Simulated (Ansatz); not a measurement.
Amorphous In$_{9}$Ga$_{9}$Zn$_{9}$O$_{41}$Nb$_{2}$

Preparation: random packing, a CHGNet melt and quench, and a DFT relaxation. O atoms were pushed apart under 1.9 Å during the dynamics, to hinder bonds among them. The hot cell started wider than the set density and was brought back towards it in steps. It is the lowest in DFT energy of 2 quenches. It is a model cell: composition and starting density were chosen by hand, and all elements were melted together. No dispersion term was used.

Methods: PBE, scalar-relativistic without spin-orbit coupling (Ansatz, an electronic-structure program); r2SCAN, scalar-relativistic without spin-orbit coupling (Ansatz); HSE06, scalar-relativistic without spin-orbit coupling (Ansatz). Geometry, pressure, stress and energy are those of the PBE run. Its sampling: a 2×2×2 Γ-centred mesh; Fermi-Dirac width 0.02 eV; no spin polarisation. Other functionals are single points at the zone centre (r2SCAN at 500 eV; exact exchange cut at the cell's faces), free to take moments where seeds were set. At PBE the levels at the filled edge of the gap are localised (band-tail or defect states).

The number of atoms in the cell is 70. The density (held, not predicted) comes out as 5.77 g/cm³ and the volume per atom comes out as 85.7 bohr³. The pressure on a 2×2×2 Γ-centred mesh is 0.86 GPa, the largest force and stress component on that mesh (the relaxation ran on the zone centre alone) comes out as 0.08 eV/Å and 1.0 GPa and the level gap on a 2×2×2 Γ-centred mesh (PBE) is 1.07 eV. The level gap at the zone centre (PBE) is 1.08 eV, the level gap at the zone centre (r2SCAN) is 1.52 eV and the level gap at the zone centre (HSE06) comes out as 2.65 eV.

Neighbours within In-In 3.12 Å, In-Ga 2.90 Å, In-Zn 2.90 Å, In-O 2.64 Å, In-Nb 3.12 Å, Ga-Ga 2.68 Å, Ga-Zn 2.68 Å, Ga-O 2.34 Å, Ga-Nb 2.90 Å, Zn-Zn 2.68 Å, Zn-O 2.62 Å, Zn-Nb 2.90 Å, O-O 1.58 Å, O-Nb 2.53 Å, Nb-Nb 3.12 Å count as bonded. Two cations that share two anions don't count as bonded, nor two that share one unless they lie closer than In-In 3.04 Å, In-Ga 2.82 Å, In-Zn 2.82 Å, In-Nb 3.04 Å, Ga-Ga 2.61 Å, Ga-Zn 2.61 Å, Ga-Nb 2.82 Å, Zn-Zn 2.61 Å, Zn-Nb 2.82 Å, Nb-Nb 3.04 Å.

```yaml
Mean coordination of In by anions: 5.33 (6 with 5, 3 with 6)
Mean coordination of Ga by anions: 4.78 (3 with 4, 5 with 5, 1 with 6)
Mean coordination of Zn by anions: 4.67 (5 with 4, 2 with 5, 2 with 6)
Mean coordination of O: 3.54 (1 with 2, 18 with 3, 21 with 4, 1 with 5)
Mean coordination of Nb by anions: 6.00 (2 with 6)
Mean In-O bond: 2.195 Å (spread 0.109 Å, 48 counted)
Mean Ga-O bond: 1.955 Å (spread 0.089 Å, 43 counted)
```

Its density started from a set value of 5.77 g/cm³. The quench (nominally 210 K/ps over its main leg) was far faster than any real one, so the model tends to hold more defects than a real film. Values belong to this one cell and scatter from quench to quench. The volume was held where the preparation left it and the shape relaxed, at a PBE pressure of 0.9 GPa. Stress components on the final sampling reach 1.0 GPa.
